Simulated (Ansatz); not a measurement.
Base system: Ti in the hcp (Mg type) structure (space group P6_3/mmc, No. 194; relaxed with 0.1 eV smearing).

```yaml
crystal:
  lattice:
    - [2.93674, 0.00000, 0.00000]
    - [-1.46837, 2.54330, 0.00000]
    - [0.00000, 0.00000, 4.64097]
  atoms:
    - { symbol: Ti, position: [0.33333, 0.66667, 0.75000] }
    - { symbol: Ti, position: [0.66667, 0.33333, 0.25000] }
```

Cartesian axes are those of the cell as printed.

Computed with Ansatz (an electronic-structure program), r2SCAN, PAW, cutoff 500 eV, spin-orbit coupling left out, earlier PAW set.

Now apply this change: an isotropic linear strain of +2.37 %; the atoms relax in the strained cell.

Task: Predict the stress tensor and what it implies for the stiffness.

Result: Stress of the strained cell less that of the base (GPa, compression positive):
```
   -7.3     0.0     0.0
    0.0    -7.3     0.0
    0.0     0.0    -7.2
```

Then B = −ΔP/(ΔV/V₀) with ΔV/V₀ = 0.0728 gives secant stiffness values (nonlinear terms included at this strain): B (at held cell shape, above the free-shape value) ≈ 99 GPa.

As a check, the harmonic strain energy −½ V₀ Δσ:ε is 28 meV/atom; the computed energy rise is 30 meV/atom.

Stability against distortions was not tested. All final runs are without spin polarisation.
